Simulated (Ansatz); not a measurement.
Take CuI in the zinc blende structure (space group F-43m, No. 216; a = 5.862 Å) as the base. Axes: x, y, z lie along the cube axes.

The values are results of LDA (Ansatz, an electronic-structure program; PAW; 420 eV plane waves; without spin-orbit coupling), not measurements.

Before the change:

```
Item                                Result
---------------------  -------------------
Volume per atom                   25.18 Å³
Band gap                           1.22 eV
Pressure                          0.00 GPa
Valence-band top at Γ  0.00, 0.00, 0.00 eV
```

It is then changed as follows: biaxial strain −0.83 %, plane normal [111], relaxed out of plane (Cartesian); in-plane vectors clamped, the third vector and the atoms free.

**Question.** How does this affect the volume per atom, band gap, pressure and valence-band top at Γ?

**Answer.** The volume per atom falls by 0.24 Å³ to 24.94 Å³; the band gap increases by 0.02 eV (1.22 eV → 1.24 eV); the pressure (mean of the normal stresses, compression positive) goes from zero to 0.55 GPa; the valence-band top at Γ (three highest levels, from the VBM) becomes 0.00, 0.00, -0.03 eV (base: 0.00, 0.00, 0.00 eV).

Spin-orbit coupling, missing from the scalar runs, can matter with I. Stability against distortions was not tested. All final runs are without spin polarisation.
